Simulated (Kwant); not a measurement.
Kwant, Hückel tight-binding model, one pz orbital an atom, one spin, coherent transport at 0 K. Conductance is in e²/h.

System: π system c1ccc(cc1)C=Cc1ccccc1 between two chain leads. The π system is taken as planar. Atoms are numbered from 0 in the order of the SMILES. Site energies (eV, carbon 0): [0.0, 0.0, 0.0, 0.0, 0.0, 0.0, 0.0, 0.0, 0.0, 0.0, 0.0, 0.0, 0.0, 0.0]. Bonds (i, j, β in eV): (0,1,-2.4) (1,2,-2.4) (2,3,-2.4) (3,4,-2.4) (4,5,-2.4) (3,6,-2.4) (6,7,-2.4) (7,8,-2.4) (8,9,-2.4) (9,10,-2.4) (10,11,-2.4) (11,12,-2.4) (12,13,-2.4) (5,0,-2.4) (13,8,-2.4). Leads: chains of hopping −3.6 eV, joined by −1.2 eV to atoms 1 and 4.

Site energies and bond integrals are typed Hückel values.

Sweep values stay those of the base run.

One input was changed, with this effect: transmission at E = 0 0.027 → 0.11.

Question: Which change was it?
(A) contacts moved from atoms [1, 4] to [1, 2]
(B) contacts moved from atoms [1, 4] to [1, 5]
(C) contacts moved from atoms [1, 4] to [2, 7]
(D) contacts moved from atoms [1, 4] to [1, 10]
(E) contacts moved from atoms [1, 4] to [0, 7]
(F) contacts moved from atoms [1, 4] to [6, 7]

Answer: F, contacts moved from atoms [1, 4] to [6, 7]
